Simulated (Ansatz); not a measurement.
**Static dielectric constant of rutile MgH2 at several levels of theory**

No measured value is used here.

```tsv
level (code)	value	cell (Å³/atom)
LDA (Ansatz)	10.7	9.72
PBE (Ansatz)	10.4	10.24
PBEsol (Ansatz)	10.8	10.04
r²SCAN (Ansatz)	…	10.04
```

Q: Fill in the missing entries.

A: 
- r²SCAN (Ansatz, a program for electronic structure), value: 9.29

For crystals that are not cubic the mean over three axes is given.  Each level is taken at its own relaxed cell. Cutoffs differ between the levels. Ansatz's density-functional and Hartree–Fock values are scalar-relativistic unless marked +SOC, with PAW data made under PBE.
